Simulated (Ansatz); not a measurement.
LiSiN (model structure, started from the NaSnP type, P6₃mc, No. 186, 6 atoms in the cell), treated with PBE (plane waves, PAW; Ansatz, a quantum-chemistry and plane-wave program).

Run with plane-wave cutoff 520 eV, 12×12×4 k mesh (along the axes of the cell as run), Fermi–Dirac smearing 0.01 eV, scalar-relativistic PAW data made under PBE.

Cell (relaxed at this level):

```
LiNSi
1.0
    2.83811     0.00000     0.00000
   -1.41905     2.45788     0.00000
    0.00000     0.00000     9.29570
Li Si N
2 2 2
Direct
  0.33333   0.66667   0.27089
  0.66667   0.33333   0.77089
  0.00000   0.00000   0.01444
  0.00000   0.00000   0.51444
  0.33333   0.66667   0.60548
  0.66667   0.33333   0.10548
```

Task: What does this level give for the band gap, smallest direct gap on the k points sampled and Γ–Γ gap?

Result: 
band gap: 1.12 eV (indirect)
smallest direct gap on the k points sampled: 1.38 eV
Γ–Γ gap: 4.91 eV

Note: the relaxation could raise the start's symmetry but not lower it, so the cell can be a saddle point.

Static lattice: no zero-point or thermal effects.

It cost very roughly 15 core-seconds of CPU time.

A model structure was made by putting elements into a prototype or built by hand; it is no filed structure, need not be a known phase, and can be a saddle point held by its symmetry.
